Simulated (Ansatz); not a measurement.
Take Re in the hcp (Mg type) structure (space group P6_3/mmc, No. 194; relaxed with 0.1 eV smearing) as the base.

```
Re
1.0
    2.77642     0.00000     0.00000
   -1.38821     2.40445     0.00000
    0.00000     0.00000     4.48093
Re
2
Direct
  0.66667   0.33333   0.75000
  0.33333   0.66667   0.25000
```

All numbers come from Ansatz (a first-principles code) PBE, without spin-orbit coupling.

Strains are applied to the cell and any free atomic positions relax.

One change was made to it. Results:

The pressure (mean of the normal stresses, compression positive) goes from zero to 5.7 GPa; the energy increases by 3.9 meV/atom.

Name the change that was made.
(A) isotropic strain −1.50 %
(B) isotropic strain +3.00 %
(C) isotropic strain −0.50 %

C, isotropic strain −0.50 %. For comparison, the energy relative to the base in the other runs: isotropic strain −1.50 % gives +36 meV/atom; isotropic strain +3.00 % gives +124 meV/atom.

No phonon test of stability was made. All final runs are without spin polarisation.
